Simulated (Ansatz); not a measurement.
**Carrier properties of LaZrNO2 (Pnma)**

Given:

```
CELL_PARAMETERS angstrom
      5.73032     0.00000     0.00000
      0.00000     8.44189     0.00000
      0.00000     0.00000     5.70197
ATOMIC_POSITIONS crystal
  La 0.53186 0.25000 0.48889
  La 0.46814 0.75000 0.51111
  La 0.96814 0.75000 0.98889
  La 0.03186 0.25000 0.01111
  Zr 0.00000 0.00000 0.50000
  Zr 0.50000 0.00000 0.00000
  Zr 0.50000 0.50000 0.00000
  Zr 0.00000 0.50000 0.50000
  N  0.97378 0.25000 0.42637
  N  0.02622 0.75000 0.57363
  N  0.52622 0.75000 0.92637
  N  0.47378 0.25000 0.07363
  O  0.81959 0.03225 0.81976
  O  0.18041 0.96775 0.18024
  O  0.68041 0.96775 0.31976
  O  0.31959 0.03225 0.68024
  O  0.31959 0.46775 0.68024
  O  0.68041 0.53225 0.31976
  O  0.18041 0.53225 0.18024
  O  0.81959 0.46775 0.81976
```

All values below come from PBEsol, rigid bands (plane waves, PAW, scalar-relativistic; Ansatz, an electronic-structure program). Cell: cell and atoms relaxed with PBEsol.

```yaml
band_gap: 1.60 eV
electron conductivity mass (300 K, dilute): 0.90 (x), 0.36 (y), 0.82 (z) mₑ
hole conductivity mass (300 K, dilute): 8.5 (x), 0.32 (y), 14.1 (z) mₑ
effective density of states N_c (300 K): 1.2e19 cm⁻³
effective density of states N_v (300 K): 4.0e20 cm⁻³
density_of_states_mass_electrons: 0.61 mₑ
density_of_states_mass_holes: 6.3 mₑ
Seebeck coefficient, n-type 1e19 cm⁻³, 300 K: -238 μV/K
Seebeck coefficient, p-type 1e19 cm⁻³, 300 K: 492 μV/K
best p-type power factor at 300 K for τ = 10 fs (best axis; densities from 1e16 to 1e21 cm⁻³ tried, whether or not they can be reached): 123 μW/(cm·K²) at 3e20 cm⁻³
```

Rigid bands; masses and Seebeck coefficients take one relaxation time τ for all states and one kind of carrier; polarons and phonon drag are left out. Spin-orbit coupling is left out; where it splits the top of the valence band, N_v and the p-type Seebeck coefficient come out somewhat high without it.

Computed structure with no diffraction record at hand here (it may be known, metastable or hypothetical): LaZrNO2 (Pnma).
